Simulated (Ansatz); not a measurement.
Output of an Ansatz run (abridged):

```
WARN ansatz: RAYON_NUM_THREADS=1 ignored (pool sized by the plan → 1); use --threads N
Pseudopotentials: kind: paw
Pseudopotential: Mg, paw, valence charge 10
Pseudopotential: Sn, paw, valence charge 14
Crystal: 3 atoms, lattice volume = 76.536 Å³
Basis set: ecut = 420 eV, 1459 PW (Γ), exchange–correlation on 64×64×64 points (8 copies of the dense FFT grid, shifted against one another)
Bands: 21, of which v1, the nominal top of the filled ones, is band 17 counted from 1 (16 counted from 0)
Symmetry: 48 space group operations
Space group: Fm-3m (ITA 225), of the structure as read, at distance tolerance 4.2e-5 Å
k-points: 16 of 216
Initial density: superposition of atomic densities (neutral atoms: chi_scale 0, normalization atom), corrected by the library's trained network
Initial wavefunctions: pseudopotential atomic-orbital guess
Eigensolver: davidson
Functional: x = pbe(κ = 0.804, μ = 0.2195149727645171), c = pbe(β = 0.06672455060314922)
SCF iter   1: F=—  HF=-9872.358889 eV  |F-HF|=—  |Δ(HF+E_count)|=         —  Δρ=3.04e-3  dr2=1.73e-2  ethr=1.77e-3  ⟨swp⟩=6.2  Hψ=1664  notcnv=0
all-band conjugate gradients solve this SCF's bands
preconditioner: auto → none
SCF iter   2: F=—  HF=-9872.353778 eV  |F-HF|=—  |Δ(HF+E_count)|=   5.11e-3  Δρ=1.09e-3  dr2=1.02e-3  ethr=5.08e-5  ⟨swp⟩=3.0  Hψ=640  notcnv=0
SCF iter   3: F=—  HF=-9872.353835 eV  |F-HF|=—  |Δ(HF+E_count)|=   5.70e-5  Δρ=4.98e-4  dr2=1.42e-4  ethr=2.99e-6  ⟨swp⟩=2.0  Hψ=541  notcnv=0
SCF iter   4: F=—  HF=-9872.353870 eV  |F-HF|=—  |Δ(HF+E_count)|=   3.43e-5  Δρ=6.76e-5  dr2=3.88e-6  ethr=4.17e-7  ⟨swp⟩=2.0  Hψ=411  notcnv=0
SCF iter   5: F=—  HF=-9872.353875 eV  |F-HF|=—  |Δ(HF+E_count)|=   5.00e-6  Δρ=7.65e-6  dr2=3.13e-8  ethr=1.14e-8  ⟨swp⟩=2.0  Hψ=478  notcnv=0
SCF iter   6: F=-9872.353875 eV  HF=-9872.353875 eV  |F-HF|=6.28e-9  |Δ(HF+E_count)|=   4.14e-8  Δρ=2.15e-6  dr2=2.57e-9  ethr=9.22e-11  ⟨swp⟩=3.0  Hψ=1265  notcnv=0
the last iteration of the SCF fills more bands at one k-point than at another …
SCF 1 converged in 6 iterations: F = -9872.353875 eV  dr2 = 2.57e-9
SCF converged after 6 iterations
Free energy (F): -9872.353875 eV
Harris-Foulkes:  -9872.353875 eV  (|F-HF|=6.28e-9)
Internal energy: -9872.353871 eV  (E = F + TS)
E sigma→0 (E₀):  -9872.353873 eV
Entropy (-TS):   -0.000004 eV (-0.001 meV/atom)
Fermi energy:    7.065220 eV
--- Per-component energies (eV) ---
  E_band       = -823.340541
  E_kinetic    = 339.429024
  E_local      = -4374.757305  (includes V_loc(G=0)·N_el)
  E_nonlocal   = 159.091911
  E_hartree    = 1819.639914
  E_xc         = -439.916299
  E_vxc        = -170.399320  (∫ρ·V_xc dr)
  E_paw        = -4723.722047  (= ΣΔE_a)
  E_vpaw       = -415.984773  (= ΣTr[D̂ρ^β])
  E_aug_tail   = -0.000011  (compensation charges beyond the density's cutoff)
  E_ewald      = -2652.119058
  E_smearing   = -0.000004  (= −TS)
  E_closure    = 0.000000  (closes the sum)
  Σ components = -9872.353875   (vs F -9872.353875, Δ=0.00e0)
--- Forces (eV/Å), atoms counted from 1 ---
  atom   1  Mg    -0.00000000     0.00000000     0.00000000
   [... zero for the other atoms too ...]
  max |Σ_I F_I| component: 8.33e-17 eV/Å
--- Stress (GPa, compression-positive) ---
        1.474113       0.000000      -0.000000
       -0.000000       1.474113      -0.000000
        0.000000      -0.000000       1.474113
  P = ⅓ Tr σ = 1.4741 GPa (14.741 kbar)
  The stress holds the Pulay correction. Without it, at fixed plane waves, as pw.x and ABINIT print it: P = 1.4643 GPa
--- Band table (eV; the first three rows and the last of 16) ---
  k-point 0: bands = ["-69.3916", "-69.3904", "-36.1484", "-36.1484", "-36.1484", "-36.1410", "-36.1410", "-36.1410", "-13.8331", "-13.8331", "-13.8331", "-13.7946", "-13.7946", "-2.0155", "7.1351", "7.1351", "7.1351", "8.6136", "9.2955", "9.2955", "9.2955"]
  k-point 1: bands = ["-69.3915", "-69.3904", "-36.1479", "-36.1479", "-36.1479", "-36.1416", "-36.1415", "-36.1415", "-13.8330", "-13.8322", "-13.8322", "-13.7944", "-13.7944", "-1.7896", "5.2798", "6.8333", "6.8333", "8.5360", "9.7252", "9.7252", "10.6115"]
  k-point 2: bands = ["-69.3913", "-69.3907", "-36.1466", "-36.1465", "-36.1465", "-36.1430", "-36.1429", "-36.1429", "-13.8329", "-13.8306", "-13.8306", "-13.7941", "-13.7941", "-1.1917", "3.2467", "6.4436", "6.4436", "8.0152", "9.5962", "9.5962", "11.4108"]
  k-point 15: bands = ["-69.3911", "-69.3909", "-36.1498", "-36.1493", "-36.1469", "-36.1425", "-36.1402", "-36.1398", "-13.8344", "-13.8290", "-13.8263", "-13.7958", "-13.7922", "-0.1874", "2.8774", "3.9292", "4.5328", "8.7273", "8.7298", [...]
```

The structure:

```xyz
3
Lattice="0.0000 3.3699 3.3699 3.3699 0.0000 3.3699 3.3699 3.3699 0.0000" Properties=species:S:1:pos:R:3 pbc="T T T"
Mg     1.6849     1.6849     1.6849
Mg     5.0548     5.0548     5.0548
Sn     0.0000     0.0000     0.0000
```

Task: What input produced this log?

Result: Other spellings and defaults could give the same log, and not every line can be read from it. The input that was run (DFT, PBE, plane waves, default PAW files):

Ansatz 0.2 input:
```yaml
# Mg2Sn
crystal:
  lattice:
    - [0.00000000, 3.36986000, 3.36986000]
    - [3.36986000, 0.00000000, 3.36986000]
    - [3.36986000, 3.36986000, 0.00000000]
  atoms:
    - { symbol: Mg, position: [0.25000000, 0.25000000, 0.25000000] }
    - { symbol: Mg, position: [0.75000000, 0.75000000, 0.75000000] }
    - { symbol: Sn, position: [0.00000000, 0.00000000, 0.00000000] }
basis:
  ecutwfc: 420.0 eV
kpoints:
  mp_grid:
    grid: [6, 6, 6]
hamiltonian:
  xc: pbe
  pseudopotentials:
    kind: paw
scf:
  occupations:
    method: fermi_dirac
    width: 0.01 eV
output:
  forces: true
  eigenvalues: true
  stress: true
```

The starting cell has typed, rounded lattice constants, without a prior relaxation at this level. Its lattice was rescaled by up to half a per cent. Ansatz's pressure includes its estimate of the finite-basis (Pulay) stress.

Ansatz is a quantum-chemistry and plane-wave program.
